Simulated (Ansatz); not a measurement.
Functionals compared on Cl on the 1x1 (111) surface of fcc Ni, ferromagnetic, one in a 2x2 cell, started at the site 'hollow Ni-Ni-Ni over Ni at depth 4.0 Å', in Ansatz (plane waves, PAW). The structure was relaxed with PBE; the other rows are single points on it, each with its references at the same level. Cutoff 420 eV.

Model: 17-atom slab, 6.0 Å thick at the start under the adsorbate (thin: gaps and levels are the slab's own), 7x7x1 mesh, Fermi-Dirac 0.1 eV, dipole correction, 8 atoms held, the rest relaxed; start symmetry kept, larger cells not searched; spin-polarised, no spin-orbit, no U, no dispersion correction. At the end it is bonded to 3 Ni. In PBE it is, or lies within 0.03 eV of, the lowest of the starts that converged. These notes are the PBE run's. Adsorption energies are against ½ Cl2(g). A negative adsorption energy means that the adsorbate is more stable on the surface than in its reference.

```
functional  adsorption energy (eV)  work function of the top face (eV)  change of the work function (eV)  magnetic moment of the cell (μB)   rough cost of the single point
----------  ----------------------  ----------------------------------  --------------------------------  --------------------------------  -------------------------------
PBE                          -2.04                                4.99                             -0.09                             10.51                                –
RPBE                         -1.76                                4.87                             -0.03                             10.64  around 2.8 core-minutes (rough)
```

Ansatz is a first-principles code.
